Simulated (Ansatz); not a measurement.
Where the default PAW files enter, the runs use the earlier of Ansatz's two default sets.

Inside the gap of an insulator the Bloch states are evanescent, with a wavenumber k + iκ along the transport direction.

Given:

```yaml
crystal:
  lattice:
    - [5.46333, 0.00000, 0.00000]
    - [0.00000, 12.14070, 0.00000]
    - [2.73167, 0.00000, 1.57713]
  atoms:
    - { symbol: W, position: [0.66667, 0.25000, 0.00000] }
    - { symbol: W, position: [0.33333, 0.75000, 0.00000] }
    - { symbol: S, position: [0.66667, 0.62030, 0.00000] }
    - { symbol: S, position: [0.33333, 0.37970, 0.00000] }
    - { symbol: S, position: [0.33333, 0.12030, 0.00000] }
    - { symbol: S, position: [0.66667, 0.87970, 0.00000] }
```

Space group of this cell: P6_3/mmc. The cell was relaxed by PBE-D3(BJ); by r2SCAN its mean pressure is 2.2 GPa.

Transport runs along the normal of the first two printed cell vectors, the (110) plane of the conventional cell.

No gap correction and no spin-orbit coupling; mid-gap values are interpolated between computed energies.

Problem. Give the band gap and the smallest decay constant κ at mid-gap that r2SCAN in Ansatz (an electronic-structure program) yields.

Solution. Gap 1.00 eV on a 18×4×18 mesh; κ = 0.193 1/Å, at the zone centre.
